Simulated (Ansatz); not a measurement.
TiO, treated with PBEsol in Ansatz (PAW).

Settings: plane-wave cutoff 520 eV, 12×12×8 k mesh (along the axes of the cell as run), Fermi–Dirac smearing 0.03 eV, no spin polarisation, scalar-relativistic PAW data made under PBE.

Starting structure:

```xyz
10
Lattice="4.6700 2.0710 0.0000 -4.6700 2.0710 0.0000 -1.7636 0.0000 5.5831" Properties=species:S:1:pos:R:3 pbc="T T T"
Ti    -0.8818     0.0000     2.7915
Ti    -1.8210     2.0710     0.9156
Ti     0.0574     2.0710     4.6675
Ti    -2.6700     2.0710     3.7217
Ti     0.9064     2.0710     1.8614
O     -3.5509     2.0710     1.8089
O      1.7873     2.0710     3.7742
O     -4.5733     2.0710     4.5726
O      2.8097     2.0710     1.0105
O      0.0000     2.0710     0.0000
```

Problem. Into what structure does the relaxation of cell and atoms lead at this level, with the symmetry of the start kept?

Solution. The volume drops by 3.4 %; final space group C2/m.
```xyz
10
Lattice="4.6031 2.0615 0.0078 -4.6031 2.0615 -0.0078 -1.7290 0.0000 5.4958" Properties=species:S:1:pos:R:3 pbc="T T T"
Ti    -0.8645     0.0000     2.7479
Ti    -1.8101     2.0615     0.9313
Ti     0.0811     2.0615     4.5645
Ti    -2.5678     2.0615     3.7125
Ti     0.8388     2.0615     1.7832
O     -3.6350     2.0615     1.8733
O      1.9059     2.0615     3.6225
O     -4.4799     2.0615     4.5674
O      2.7509     2.0615     0.9284
O      0.0000     2.0615     0.0000
```

Ansatz is an electronic-structure program.
